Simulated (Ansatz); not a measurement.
Tunnelling through a barrier is set by its complex band structure: the current falls as exp(−2κd) with the smallest κ.

Input:

```xyz
8
Lattice="3.0142 0.0000 0.0000 -1.5071 2.6104 0.0000 0.0000 0.0000 10.0707" Properties=species:S:1:pos:R:3 pbc="T T T"
Si     1.5071     0.8701     9.4447
Si     0.0000     1.7402     4.4093
Si     0.0000     0.0000     6.9275
Si     0.0000     0.0000     1.8922
C      1.5071     0.8701     7.5510
C      0.0000     1.7402     2.5156
C      0.0000     0.0000     5.0400
C      0.0000     0.0000     0.0046
```

Space group of this cell: P6_3mc. The cell is strained (lengths across the current scaled by 0.98, ions clamped); by r2SCAN its mean pressure is 10.6 GPa.

Transport runs along the normal of the first two printed cell vectors, the (001) (indices of the unstrained crystal) plane of the conventional cell.

The gap is the functional's own. No spin-orbit coupling. Mid-gap values are interpolated on the energy grid.

Task: Compute, with Ansatz (an electronic-structure program) with r2SCAN, the band gap and the smallest decay constant κ at mid-gap.

Result: Gap 2.51 eV on a 12×12×4 mesh; κ = 0.236 1/Å, at the zone centre.
